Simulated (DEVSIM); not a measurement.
Structure: illuminated Si n-on-p cell, one wavelength, with a back-surface field, at 300 K.

Layer 1 from the left is Si, thickness (μm) 0.250, Nd (cm⁻³) 9.9e17, τn (s) 4.6e-5, τp (s) 1e-5, absorption coefficient (cm⁻¹) 18000. Layer 2 from the left is Si, thickness (μm) 70.0, Na (cm⁻³) 1.4e15, τn (s) 0.00016, τp (s) 0.00016, absorption coefficient (cm⁻¹) 18000. Layer 3 from the left is Si, thickness (μm) 0.190, Na (cm⁻³) 2.5e18, τn (s) 0.00016, τp (s) 0.00016, absorption coefficient (cm⁻¹) 18000.

Left contact: ohmic, minority hole recombination velocity 3e5 cm/s. Right contact: ohmic, minority electron recombination velocity 2000 cm/s. Voltage is applied to the left contact. Recombination: SRH at mid-gap, radiative, Auger. Light enters at the left, 2.6e16 photons cm⁻² s⁻¹, one pass, no reflection. Mobility is μmin + (μ − μmin)/(1 + (N/Nref)^α).

This is a model device: material constants are rounded textbook-type values typed into the input, and sizes, dopings and lifetimes were drawn at random. Values at 300 K.

Si: gap (eV) 1.124, affinity (eV) 4.05, permittivity 11.7, Nc (cm⁻³) 2.86e19, Nv (cm⁻³) 3.1e19, μn (cm²/Vs) 1417, μp (cm²/Vs) 470, μn,min 52, μp,min 45, Nref,n 9.7e16, Nref,p 2.2e17, αn 0.68, αp 0.72, B (cm³/s) 4.7e-15, Cn (cm⁶/s) 2.8e-31, Cp (cm⁶/s) 9.9e-32.

Model (solved in DEVSIM): 1D drift-diffusion, Boltzmann statistics, complete ionisation; no tunnelling, impact ionisation, image-force lowering or self-heating.

Question: What does the simulation give for the share of generated pairs collected at short circuit, the fill factor?

Answer: share of generated pairs collected at short circuit 0.874; fill factor 0.81.
